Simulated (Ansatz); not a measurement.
Input and output of a dielectric-response calculation for TePb₂Se (R-3m, 4 atoms in the cell) (Ansatz, an electronic-structure program).

Level of theory: LDA (PW92), default PAW files made with PBE (plane waves; Ansatz).

```yaml
crystal:
  lattice:
    - [2.23586, 1.29088, 7.29832]
    - [-2.23586, 1.29088, 7.29832]
    - [0.00000, -2.58175, 7.29832]
  atoms:
    - { symbol: Te, position: [0.50000, 0.50000, 0.50000] }
    - { symbol: Pb, position: [0.74470, 0.74470, 0.74470] }
    - { symbol: Pb, position: [0.25530, 0.25530, 0.25530] }
    - { symbol: Se, position: [0.00000, 0.00000, 0.00000] }
```

Reference input (self-consistent single point, DFT, LDA (PW92), plane waves, default PAW files made with PBE): basis.ecutwfc = 30.9 Ry; kpoints.mp_grid.grid = 7 7 7; hamiltonian.xc = lda; hamiltonian.pseudopotentials = {kind: paw} (the program's default PAW files); scf.occupations.method = fixed. This run's input differs from it in these lines:

Ansatz 0.2 input:
```diff
@@ -12,3 +12,3 @@
 basis:
-  ecutwfc: 30.9 Ry
+  ecutwfc: 24.6 Ry
 kpoints:
@@ -20,6 +20,3 @@
   occupations: { method: fixed }
-output:
-  forces: true
-  eigenvalues: true
-  stress: true
+dielectric: {}
```

Log, with long lists cut:

```
SCF iter   1: F=—  HF=-35416.841117 eV  |F-HF|=—  |Δ(HF+E_count)|=         —  Δρ=4.26e-3  dr2=1.69e-2  ethr=1.77e-3  ⟨swp⟩=5.0  Hψ=12028  notcnv=0  defer=352
all-band conjugate gradients solve this SCF's bands
preconditioner: auto → Resta (q_TF=auto, 2.410 Å⁻¹)
SCF iter   2: F=—  HF=-35416.832118 eV  |F-HF|=—  |Δ(HF+E_count)|=   9.00e-3  Δρ=2.20e-3  dr2=3.56e-3  ethr=2.82e-5  ⟨swp⟩=2.6  Hψ=6469  notcnv=0  defer=397
   [... lines left out ...]
SCF iter   6: F=—  HF=-35416.831043 eV  |F-HF|=—  |Δ(HF+E_count)|=   1.69e-6  Δρ=1.14e-5  dr2=1.19e-7  ethr=1.29e-8  ⟨swp⟩=2.0  Hψ=6462  notcnv=0  defer=147
SCF iter   7: F=—  HF=-35416.831059 eV  |F-HF|=—  |Δ(HF+E_count)|=   1.63e-5  Δρ=4.26e-6  dr2=1.73e-8  ethr=1.99e-10  ⟨swp⟩=2.0  Hψ=6462  notcnv=0  defer=138
SCF iter   8: F=—  HF=-35416.831059 eV  |F-HF|=—  |Δ(HF+E_count)|=   6.20e-9  Δρ=6.26e-7  dr2=4.91e-10  ethr=2.88e-11  ⟨swp⟩=2.0  Hψ=6462  notcnv=0  defer=138
SCF iter   9: F=-35416.831059 eV  HF=-35416.831059 eV  |F-HF|=3.64e-11  |Δ(HF+E_count)|=  2.33e-10  Δρ=2.69e-7  dr2=9.31e-11  ethr=1.00e-12  ⟨swp⟩=9.4  Hψ=15904  notcnv=0
SCF 1 converged in 9 iterations: F = -35416.831059 eV  dr2 = 9.31e-11
DFPT response loops at Γ: preconditioner auto → Resta (q_TF=auto, 2.410 Å⁻¹)  ε∞=10.7 (no band partly filled) …
── the response to a field inside a basis, on 14×14×14 k-points: an SCF that follows is theirs, and a resumed run solves both again ──
Crystal: 4 atoms, lattice volume = 126.388 Å³
Bands: 31, of which v1, the nominal top of the filled ones, is band 30 counted from 1 (29 counted from 0)
k-points: 280 of 2744
Initial density: handed on by an earlier stage of this run
Initial wavefunctions: pseudopotential atomic-orbital guess (no wavefunctions were taken with the density)
Eigensolver: Dense (280 Hₖ)
   [... lines left out ...]
WARN: field response: inside a basis, on 14×14×14 points, no mesh in reach settles it …
Free energy (F): -35416.831059 eV
Fermi energy:    8.255816 eV
   [... lines left out ...]
         0.00000    0.00000    5.37633
    site 3:
        -5.81114    0.00000   -0.00000
         0.00000   -5.81114   -0.00000
         0.00000   -0.00000   -5.36562
  Z* charge neutrality: 1.381e-2 e pre-enforcement
  solved inside a basis spanned on kpoints, on 14×14×14 k-points, which do not settle them: ε∞ is read to err by 4.3e-1, Z* by 1.2e-1 e (field_mesh …
```

The run converged in 14 iterations. 

Summary of the result:
- Free energy E − TS (on the zero of these files) = -35416.8311 eV
- Top of the valence band (on the code's own zero) = 8.26 eV
- Gap on the k-point mesh = 0.52 eV
- ε∞ at this k-point mesh, which may be far from converged in small-gap cells (xx, yy, zz) = 26.4, 26.4, 26.1
- Born charges at this mesh (mean of the diagonal, e) = Te -5.16, Pb 5.41, Pb 5.41, Se -5.66

The starting cell comes from a database of computed structures (which also holds hypothetical and non-ambient phases and stackings), without a prior relaxation at this level. Its lattice was rescaled by up to half a per cent. Spin-orbit coupling is off. The cutoff lies below the one recommended for these files.

Cost on one core of a shared machine: roughly 9 min.
